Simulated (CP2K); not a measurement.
Worked example: relaxation of cell and atoms of PbO2 (P4_2/mnm, 6 atoms in the cell) in CP2K.

Computed with PBE, GPW, DZVP-MOLOPT-SR-GTH basis, GTH-PBE potentials (GTH_POTENTIALS) (CP2K).

```
PbO2
1.0
    4.94851     0.00000     0.00000
    0.00000     4.94851     0.00000
    0.00000     0.00000     3.37730
Pb O
2 4
Direct
  0.00000   0.00000   0.00000
  0.50000   0.50000   0.50000
  0.30743   0.30743   0.00000
  0.69257   0.69257   0.00000
  0.19257   0.80743   0.50000
  0.80743   0.19257   0.50000
```

Reference input (self-consistent single point, DFT PBE, GPW, DZVP-MOLOPT-SR-GTH basis, GTH-PBE potentials (GTH_POTENTIALS)): CUTOFF = 450 Ry; REL_CUTOFF = 60 Ry; SMEAR/METHOD = GAUSSIAN; SIGMA = 0.1 eV; KPOINTS/SCHEME = MONKHORST-PACK 6 6 9; GAMMA_CENTERED = T; XC_FUNCTIONAL = PBE; Pb/BASIS_SET = DZVP-MOLOPT-SR-GTH; Pb/POTENTIAL = GTH-PBE-q4; O/BASIS_SET = DZVP-MOLOPT-SR-GTH; O/POTENTIAL = GTH-PBE-q6; METHOD = GPW. This run's input differs from it in these lines:

```diff
@@ -2,3 +2,3 @@
   PROJECT bulk
-  RUN_TYPE ENERGY_FORCE
+  RUN_TYPE CELL_OPT
   PRINT_LEVEL LOW
@@ -14,2 +14,3 @@
       EPS_DEFAULT 1E-11
+      EXTRAPOLATION USE_GUESS
     &END QS
@@ -93,2 +94,20 @@
 &END FORCE_EVAL
+&MOTION
+  &CELL_OPT
+    OPTIMIZER BFGS
+    MAX_ITER 60
+    MAX_FORCE 4E-4
+    RMS_FORCE 3E-4
+    EXTERNAL_PRESSURE [GPa] 0
+    PRESSURE_TOLERANCE [bar] 200
+  &END CELL_OPT
+  &PRINT
+    &CELL ON
+    &END CELL
+    &RESTART OFF
+    &END RESTART
+    &RESTART_HISTORY OFF
+    &END RESTART_HISTORY
+  &END PRINT
+&END MOTION
```

Log, with long lists cut:

```
 SCF WAVEFUNCTION OPTIMIZATION

  Step     Update method      Time    Convergence         Total energy    Change
     1 NoMix/Diag. 0.20E+00      -     1.32686012       -71.2652242476 -7.13E+01
     2 Broy./Diag. 0.20E+00      -     0.20385814       -64.7563337833  6.51E+00
     3 Broy./Diag. 0.20E+00      -     0.21695731       -69.2526748178 -4.50E+00
     4 Broy./Diag. 0.20E+00      -     0.03559129       -71.5637099673 -2.31E+00
     5 Broy./Diag. 0.20E+00      -     0.02743465       -71.1170179327  4.47E-01
     6 Broy./Diag. 0.20E+00      -     0.00014941       -71.1526986292 -3.57E-02
   [... 4 lines left out ...]
    11 Broy./Diag. 0.20E+00      -     0.00000322       -71.1525726221 -3.76E-05
    12 Broy./Diag. 0.20E+00      -     0.00000036       -71.1525861252 -1.35E-05
    13 Broy./Diag. 0.20E+00      -     0.00000061       -71.1525853423  7.83E-07
    14 Broy./Diag. 0.20E+00      -     0.00000003       -71.1525862505 -9.08E-07
  *** SCF run converged in    14 steps ***

  Overlap energy of the core charge distribution:               0.00000005898044
  Self energy of the core charge distribution:               -180.72350578443940
  Core Hamiltonian energy:                                     50.40277862959218
  Hartree energy:                                              75.36198241830841
  Exchange-correlation energy:                                -16.19376625411294
  Smearing free energy correction:                             -0.00007531880792
  Fermi energy:                                                 0.12725022690421

  Total energy:                                               -71.15258625051483
  Total energy (extrapolated to sigma->0):                    -71.15254859111087

   [... lines left out ...]
  Fermi energy:                                                 0.12347686622354
  Total energy:                                               -71.15424936794096
 OPT| Pressure deviation [bar]                                  82745.4933307693
 OPT| Pressure tolerance [bar]                                    200.0000000000
 OPT| Pressure is converged                                                   NO
  Fermi energy:                                                 0.09927972012260
  Total energy:                                               -71.15961029797847
 OPT| Pressure deviation [bar]                                    -28.4860468439
 OPT| Pressure tolerance [bar]                                    200.0000000000
 OPT| Pressure is converged                                                  YES
   [... lines left out ...]
  Smearing free energy correction:                             -0.00011871378301
  Fermi energy:                                                 0.09927972012260

  Total energy:                                               -71.15961029797847
  Total energy (extrapolated to sigma->0):                    -71.15955094108698

 ENERGY| Total FORCE_EVAL ( QS ) energy [hartree]            -71.159610297978475
```

The run converged. 

Summary of the result:
```
Property                                                                        Result
------------------------------------  ------------------------------------------------
Free energy E − TS                                                       -1936.3516 eV
Fermi level (on the code's own zero)                                           2.70 eV
Pressure                                                                      0.00 GPa
Largest force (vector length)                                               0.005 eV/Å
Final cell                            a = b = 5.085 Å, c = 3.451 Å, α = β = γ = 90.00°
Final volume per atom                                                         14.87 Å³
Relaxation steps                                                                    13
```

The starting cell comes from a database of computed structures (which also holds hypothetical and non-ambient phases and stackings), without a prior relaxation at this level. Its lattice was rescaled by a random factor within 2.5 % of one. Values carry the incompleteness of an atom-centred basis. The run gives no clean gap (levels at the Fermi energy touch, overlap or are partly filled at this smearing), which alone does not show that the compound is a metal.

Cost on one core of a shared machine: roughly 8 min.
